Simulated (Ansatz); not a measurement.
Worked example: self-consistent single point of a (100) slab of HfN (cut from a parent of space group no. 225; 8 atoms in the cell) in Ansatz (an electronic-structure program).

Method of the run: PBEsol, default PAW files made with PBE (plane waves; Ansatz).

```
CELL_PARAMETERS angstrom
      3.18014     0.00000     0.00000
     -3.18014     3.18014     0.00000
      0.00000     0.00000    20.74601
ATOMIC_POSITIONS crystal
  Hf 0.00000 0.00000 0.44581
  Hf 0.00000 0.50000 0.33741
  Hf 0.00000 0.00000 0.66259
  Hf 0.00000 0.50000 0.55420
  N  0.00000 0.00000 0.33741
  N  0.00000 0.50000 0.44581
  N  0.00000 0.00000 0.55420
  N  0.00000 0.50000 0.66259
```

Reference input (self-consistent single point, DFT, PBEsol, plane waves, default PAW files made with PBE): basis.ecutwfc = 420 eV; kpoints.mp_grid.grid = 13 13 1; hamiltonian.xc = pbesol; hamiltonian.pseudopotentials = {kind: paw} (the program's default PAW files); scf.occupations.method = fermi_dirac; scf.occupations.width = 0.1 eV. This run's input differs from it in these lines:

Ansatz 0.2 input:
```diff
@@ -17,3 +17,3 @@
 kpoints:
-  mp_grid: { grid: [13, 13, 1] }
+  mp_grid: { grid: [9, 9, 1] }
 hamiltonian:
```

The program printed (abridged):

```
SCF iter   1: F=—  HF=-63918.628276 eV  |F-HF|=—  |Δ(HF+E_count)|=         —  Δρ=7.21e-3  dr2=2.53e-1  ethr=1.77e-3  ⟨swp⟩=6.2  Hψ=4305  notcnv=0  defer=7
all-band conjugate gradients solve this SCF's bands
preconditioner: auto → LDOS
SCF iter   2: F=—  HF=-63918.620345 eV  |F-HF|=—  |Δ(HF+E_count)|=   7.93e-3  Δρ=5.83e-3  dr2=8.70e-2  ethr=2.04e-4  ⟨swp⟩=2.7  Hψ=2242  notcnv=0  defer=23
   [... lines left out ...]
SCF iter   6: F=—  HF=-63918.600247 eV  |F-HF|=—  |Δ(HF+E_count)|=   1.89e-4  Δρ=5.52e-5  dr2=2.65e-5  ethr=7.10e-8  ⟨swp⟩=2.4  Hψ=2052  notcnv=0  defer=23
SCF iter   7: F=—  HF=-63918.600250 eV  |F-HF|=—  |Δ(HF+E_count)|=   2.82e-6  Δρ=2.65e-5  dr2=2.55e-6  ethr=2.14e-8  ⟨swp⟩=2.4  Hψ=1883  notcnv=0  defer=23
SCF iter   8: F=—  HF=-63918.600251 eV  |F-HF|=—  |Δ(HF+E_count)|=   1.74e-6  Δρ=7.17e-6  dr2=1.50e-7  ethr=2.06e-9  ⟨swp⟩=3.0  Hψ=1923  notcnv=0  defer=23
SCF iter   9: F=-63918.600251 eV  HF=-63918.600251 eV  |F-HF|=5.62e-9  |Δ(HF+E_count)|=   5.49e-8  Δρ=2.42e-6  dr2=1.81e-8  ethr=8.06e-11  ⟨swp⟩=12.7  Hψ=5875  notcnv=0
SCF 1 converged in 9 iterations: F = -63918.600251 eV  dr2 = 1.81e-8
Free energy (F): -63918.600251 eV
Internal energy: -63918.493903 eV  (E = F + TS)
E sigma→0 (E₀):  -63918.547077 eV
Entropy (-TS):   -0.106348 eV (-13.294 meV/atom)
Fermi energy:    8.867123 eV
--- Forces (eV/Å), atoms counted from 1 ---
  atom   1  Hf     0.00000000     0.00000000     0.05992547
  atom   2  Hf     0.00000000     0.00000000     1.49220759
  atom   3  Hf     0.00000000     0.00000000    -1.49220759
  atom   4  Hf     0.00000000     0.00000000    -0.05992547
  atom   5  N      0.00000000     0.00000000    -0.89284683
  atom   6  N      0.00000000     0.00000000    -0.90687349
  atom   7  N      0.00000000     0.00000000     0.90687349
  atom   8  N      0.00000000     0.00000000     0.89284683
--- Stress (GPa, compression-positive) ---
       -4.480695       0.000000       0.000000
        0.000000      -4.480695       0.000000
        0.000000       0.000000      -1.632878
  P = ⅓ Tr σ = -3.5314 GPa (-35.314 kbar)
  The stress holds the Pulay correction. Without it, at fixed plane waves, as pw.x and ABINIT print it: P = -3.7574 GPa
```

The run converged in 9 iterations. Against the reference run the free energy goes down by 1.6 meV/atom and the largest force goes from 1.444 to 1.492 eV/Å.

The starting cell has typed, rounded lattice constants, without a prior relaxation at this level. The slab is cut from that crystal, and its faces are unrelaxed. Its lattice was rescaled by up to half a per cent. Spin-orbit coupling is off. Spin polarisation is off, though cut faces can carry moments; the slab shows no gap. Forces in this geometry exceed 1 eV/Å.
